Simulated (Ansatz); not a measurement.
Base system: AgCl in the CsCl type structure (space group Pm-3m, No. 221; a = 3.3949 Å; a model cell, its experimental status unchecked). Axes: x, y, z lie along the cube axes.

Level of theory: r2SCAN in Ansatz (plane waves to 500 eV, PAW, without spin-orbit coupling).

A first run, uniaxial strain ε_yy = +0.53 %, gives secant values C11 ≈ 95 GPa and C12 ≈ 37 GPa from its stress. A second run applies biaxial strain +2.39 %, plane normal [001], relaxed out of plane.

Task: What does linear elasticity predict for −ε⊥/ε∥ in the second run, and what does the run give?

Result: Linear elasticity: 2 C12/C11 = 0.78. The run gives 0.70; any difference comes from nonlinear terms at these strains and numerical noise.

Whether these cells are dynamically stable was not tested. This is not the structure that AgCl has at room temperature and ambient pressure.

Ansatz is a program for electronic structure.
